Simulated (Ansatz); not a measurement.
The reference is Au in the fcc (Cu type) structure (space group Fm-3m, No. 225; a = 4.1241 Å). Axes: x, y, z lie along the cube axes.

Computed with r2SCAN, PAW, 500 eV (Ansatz, a program for electronic structure; no spin-orbit coupling).

Base values:

```
Item                            Result
-----------------------------  -------
Shortest interatomic distance  2.916 Å
Pressure                       0.0 GPa
```

Now apply this change: biaxial strain +2.61 %, plane normal [111], relaxed out of plane (Cartesian); in-plane vectors clamped, the third vector and the atoms free.

### Question
How does this affect the energy relative to the base, shortest interatomic distance and pressure?

### Answer
The energy increases by 4.8 meV/atom; the shortest interatomic distance decreases by 0.045 Å, from 2.916 Å to 2.871 Å; the pressure (mean of the normal stresses, compression positive) goes from zero to -1.4 GPa.

Without a gap, meshes like the base's 19×19×19 leave anisotropic stresses uncertain by several tenths of a GPa, and small strain energies with them. Whether these cells are dynamically stable was not tested.
